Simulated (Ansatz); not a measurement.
Worked example: relaxation of the atoms of MnBe3 (P4mm, 4 atoms in the cell) in Ansatz (a quantum-chemistry and plane-wave program).

Method: LDA (PW92), default PAW files made with PBE (plane waves; Ansatz).

The change in words: one atom moved by 0.15 angstrom; relax: default → atoms; relax.f_tol: default → 0.05 eV/Å. Reference geometry:
```xyz
4
Lattice="3.2355 0.0000 0.0000 0.0000 3.2355 0.0000 0.0000 0.0000 3.2355" Properties=species:S:1:pos:R:3 pbc="T T T"
Be     0.0000     1.6177     1.6177
Be     1.6177     0.0000     1.6177
Be     1.6177     1.6177     0.0000
Mn     0.0000     0.0000     0.0000
```
Moments meant for the start (each program seeds them in its own way; μB, in the order of the atoms Be Be Be Mn): 0.0 0.0 0.0 4.0.

Reference input (self-consistent single point, DFT, LDA (PW92), plane waves, default PAW files made with PBE): basis.ecutwfc = 420 eV; kpoints.mp_grid.grid = 10 10 10; hamiltonian.xc = lda; hamiltonian.pseudopotentials = {kind: paw} (the program's default PAW files); magnetization.spin_polarized = true; scf.occupations.method = gaussian; scf.occupations.width = 0.1 eV. This run's input differs from it in these lines:

```diff
@@ -6,3 +6,3 @@
   atoms:
-    - { symbol: Be, position: [0.000000, 0.500000, 0.500000] }
+    - { symbol: Be, position: [0.046361, 0.500000, 0.500000] }
     - { symbol: Be, position: [0.500000, 0.000000, 0.500000] }
@@ -21,2 +21,4 @@
   occupations: { method: gaussian, width: 0.1 eV }
+relax:
+  f_tol: 0.05
 output:
```

Output, abridged:

```
   [... SCF lines of the steps left out ...]
relax step   1: F+E_penalty+E_count = -4106.55456054 eV  Δ(F+E_penalty+E_count) = +0.000e0 eV  max|allowed force component| = 1.136e0 eV/Å  Δτ_max = 0.0000 Å  (14 SCF iters, dr2 threshold 6.25e-5 eV, accepted)
relax step   2: F+E_penalty+E_count = -4106.62361760 eV  Δ(F+E_penalty+E_count) = -6.906e-2 eV  max|allowed force component| = 4.787e-1 eV/Å  Δτ_max = 0.0634 Å  (7 SCF iters, dr2 threshold 8.07e-5 eV, accepted)
relax step   3: F+E_penalty+E_count = -4106.63905189 eV  Δ(F+E_penalty+E_count) = -1.543e-2 eV  max|allowed force component| = 1.287e-1 eV/Å  Δτ_max = 0.0467 Å  (6 SCF iters, dr2 threshold 1.43e-5 eV, accepted)
relax step   4: F+E_penalty+E_count = -4106.63973438 eV  Δ(F+E_penalty+E_count) = -6.825e-4 eV  max|allowed force component| = 7.723e-4 eV/Å  Δτ_max = 0.0059 Å  (8 SCF iters, accepted)
the relaxation is at rest under the 8 symmetry operations that the run kept from its start: a minimum is not shown …
the relaxation's final electronic state is not compared with the one that a single-point calculation of its input finds at the relaxed geometry …
Magnetization: 0.8466 μB (10.9233 up, 10.0767 down)
Absolute magnetization: 1.0475 μB (∫|ρ↑−ρ↓|, with the PAW one-centre terms)
Spin contamination: 0.0210 ħ² per cell (⟨S²⟩ above its minimum at these occupations)
   [... lines left out ...]
Free energy (F): -4106.639734 eV
Fermi energy:    11.375762 eV
   [... lines left out ...]
  F+E_penalty+E_count = -4106.63973438 eV   max|allowed force component| = 7.723e-4 eV/Å
  atoms:
    - { symbol: Be, position: [0.011595295544536977, 0.5, 0.5] }
    - { symbol: Be, position: [0.5115822696393683, 9.765870406935813e-36, 0.5] }
    - { symbol: Be, position: [0.5115822696393683, 0.5, 0.0] }
    - { symbol: Mn, position: [0.011601165176726665, -5.115455927442569e-36, 0.0] }
```

The run converged. 

Summary of the result:
Free energy E − TS (on the zero of these files): -4106.6397 eV
Fermi level (on the code's own zero): 11.38 eV
Pressure: -7.73 GPa
Size of the cell's spin moment: 0.85 μB
Relaxation steps: 4

The starting cell comes from a database of computed structures (which also holds hypothetical and non-ambient phases and stackings), without a prior relaxation at this level. Its lattice was rescaled by up to half a per cent. For this run, on top of that: one atom moved by 0.15 angstrom. The moments shrank to a small part of their start, a low-spin state that need not be the lowest. The relaxation keeps the symmetry of its start, so its end need not be a minimum. Ansatz's pressure includes its estimate of the finite-basis (Pulay) stress.

Cost on one core of a shared machine: roughly 80 s.

Keys are those of Ansatz 0.2.
